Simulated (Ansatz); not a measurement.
**Habitual settings against a tight run: ZrNi₅ (F-43m, 6 atoms in the cell)**

Self-consistent single point.

```
CELL_PARAMETERS angstrom
      0.00000     3.28393     3.28393
      3.28393     0.00000     3.28393
      3.28393     3.28393     0.00000
ATOMIC_POSITIONS crystal
  Zr 0.00000 0.00000 0.00000
  Ni 0.25000 0.25000 0.25000
  Ni 0.62347 0.62347 0.62347
  Ni 0.12959 0.62347 0.62347
  Ni 0.62347 0.62347 0.12959
  Ni 0.62347 0.12959 0.62347
```
Moments meant for the start (each program seeds them in its own way; μB, in the order of the atoms Zr Ni Ni Ni Ni Ni): 0.0 2.0 0.0 0.0 0.0 0.0.

Method: PBEsol, PAW files made with PBE (plane waves; Ansatz, a quantum-chemistry and plane-wave program).

Base settings: basis.ecutwfc = 420 eV; kpoints.mp_grid.grid = 9 9 9; hamiltonian.xc = pbesol; hamiltonian.pseudopotentials = {kind: paw} (the program's default PAW files); magnetization.spin_polarized = true; scf.occupations.method = cold; scf.occupations.width = 0.05 eV.

Tight run (finer mesh or higher cutoff; not a proven limit): basis.ecutwfc: 420 eV → 590 eV; kpoints.mp_grid.grid: 9 9 9 → 13 13 13; scf.convergence.dr2_threshold: default (1e-07 eV) → 1e-09 eV. It gave Fermi level (on the code's own zero) 18.21 eV; pressure 3.94 GPa; largest force (vector length) 0.214 eV/Å; size of the cell's spin moment 0.22 μB.

Quick runs, as changes from the base:
- A: the base itself
- B: basis.ecutwfc: 420 eV → 250 eV; kpoints.mp_grid.grid: 9 9 9 → 3 3 3
- C: kpoints.mp_grid.grid: 9 9 9 → 4 4 4; scf.occupations.width: 0.05 eV → 0.136 eV
- D: basis.ecutwfc: 420 eV → 295 eV; kpoints.mp_grid.grid: 9 9 9 → 4 4 4; scf.occupations.method: cold → fermi_dirac; scf.occupations.width: 0.05 eV → 0.136 eV; scf.convergence.dr2_threshold: default (1e-07 eV) → 0.0001 eV
- E: basis.ecutwfc: 420 eV → 295 eV; kpoints.mp_grid.grid: 9 9 9 → 8 8 8; hamiltonian.xc: pbesol → lda; scf.occupations.method: cold → gaussian; scf.occupations.width: 0.05 eV → 0.2 eV [LDA (PW92)]

Energies are extrapolated to zero smearing width, which holds to low order in the width alone.

Dashes: time of B, C, D, under 30 s; energy of E, another energy zero.

† marks runs with another functional, U, potentials or spin treatment: their distance from the tight run is not a convergence error alone.

The count of work is k-points × plane waves × bands × iterations; it is no time. Core times come from one kind of shared machine and are given to one figure; runs under 30 s give none.

Pressures in the table are Ansatz's without its Pulay estimate, at a fixed set of plane waves; the tight run's value above holds the estimate.

The starting cell comes from a database of computed structures (which also holds hypothetical and non-ambient phases and stackings), without a prior relaxation at this level. Its lattice was rescaled by a random factor within 2.5 % of one. The moments shrank to a small part of their start, a low-spin state that need not be the lowest. In the base run, with a pressure of about 4 GPa the cell is away from its equilibrium volume at this level.

| run | energy less tight (meV/atom) | pressure less tight (GPa) | largest miss in a force vector (eV/Å) | size of the net moment less tight (μB/atom) | count of work / tight | core time / tight (rough) |
|---|---|---|---|---|---|---|
| A | 3.1 | 0.05 | 0.005 | 0.05 | 0.26 | 0.3 |
| B | 2346.9 | -197.88 | 0.325 | -0.04 | 0.011 | – |
| C | 8.7 | 0.42 | 0.005 | 0.14 | 0.062 | – |
| D | 393.9 | -43.89 | 0.059 | -0.04 | 0.072 | – |
| E† | – | -51.09 | 0.002 | -0.04 | 0.25 | 0.2 |

Among the runs at the tight run's level, the energy misses run from 3.1 to 2346.9 meV/atom.

Left out of this page: 1 run of the series outside the window shown, repeating another row's setting, or not comparable.

Keys are those of Ansatz 0.2.
